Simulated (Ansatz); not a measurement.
**Effect of biaxial strain −0.50 %, plane normal [001], relaxed out of plane on Be**

Take Be in the hcp (Mg type) structure (space group P6_3/mmc, No. 194; a = 2.263 Å, c = 3.566 Å; relaxed with 0.1 eV smearing) as the base. Axes: x lies along a and z along c of the hexagonal cell.

Modification: compressive biaxial strain of 0.50 % in the plane normal to [001], as in epitaxy on a mismatched substrate; the out-of-plane cell vector and the atoms relax.

Level of theory: PBE, PAW, 420 eV (Ansatz, a first-principles code; scalar-relativistic without spin-orbit coupling). k-mesh 29×29×16 (Γ-centred); smearing 0.1 eV (Fermi–Dirac).

```csv
quantity,base,changed,shift
volume per atom,7.91 Å³,7.83 Å³,-0.08 Å³
space group,P6_3/mmc (No. 194),P6_3/mmc (No. 194),–
shortest interatomic distance,2.211 Å,2.207 Å,-0.0035 Å
band gap,zero,zero,–
out-of-plane strain,–,+0.03 %,–
mean in-plane stress (compression positive),–,+1.7 GPa,–
```

Final structure (turned so that z lies along the plane normal):

```yaml
crystal:
  lattice:
    - [2.25142, 0.00000, 0.00000]
    - [1.12571, 1.94979, 0.00000]
    - [0.00000, 0.00000, 3.56732]
  atoms:
    - { symbol: Be, position: [0.66667, 0.66667, 0.75000] }
    - { symbol: Be, position: [0.33333, 0.33333, 0.25000] }
```

No phonon test of stability was made.
